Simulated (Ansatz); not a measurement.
MgTe: transverse stress against strain

MgTe (wurtzite, P6_3mc, 33.389 Å³/atom at rest, c along z) under a strain ε along c (axis z), the other axes held. PBEsol in Ansatz, a plane-wave DFT program (PAW, default set), 420 eV, 8×8×5 Γ-centred mesh, Fermi-Dirac smearing 0.05 eV; ions are relaxed within the symmetry of each cell. Stress is positive for a compressed cell.

Here s stands for strain and y for stress xx.

```
strain (%)  stress xx (GPa)
----------  ---------------
-1.20                  0.32
-0.60                  0.15
0.00                  -0.01
0.60                  -0.16
1.20                  -0.31
3.00                      ?
```

The 5 complete rows are fitted with a straight line, y against s. Means: s 0, y -0.002. About the means, the sum of products is -0.94200 and the sum of squares of s is 3.6000; the slope is their ratio. Least squares gives y = -0.002 - 0.2617·s. Residuals (row less fit): 0.008, -0.005, -0.008, -0.001, 0.006; standard error 0.008 (degrees of freedom: 3). The slope gives the elastic constant C13 = 26 ± 0.4 GPa.

### Question
Predict the withheld y at s = 3.00 from the fit, and compare with the calculation.

### Answer
y = -0.002 - 0.2617 × 3.0 = -0.787 GPa. The calculation gives -0.71 GPa, 0.077 GPa above the prediction (7.5 % of the range of y in the table). The row lies outside the fitted rows, so this is an extrapolation. From the scatter of the fitted rows alone, a prediction at this place has a standard error of 0.015 GPa, so the miss is 5.1 times that.

One order more, fitted to all 11 runs of the series, follows each within 0.01, so the miss is the next term of a smooth law. Rows are the converged runs of the series near zero and its far end; series whose fitted rows scatter by over a few per cent of the range, as at a crossing or softening among them, aren't shown in this form. Most that stay on the fit to the last digits aren't either.
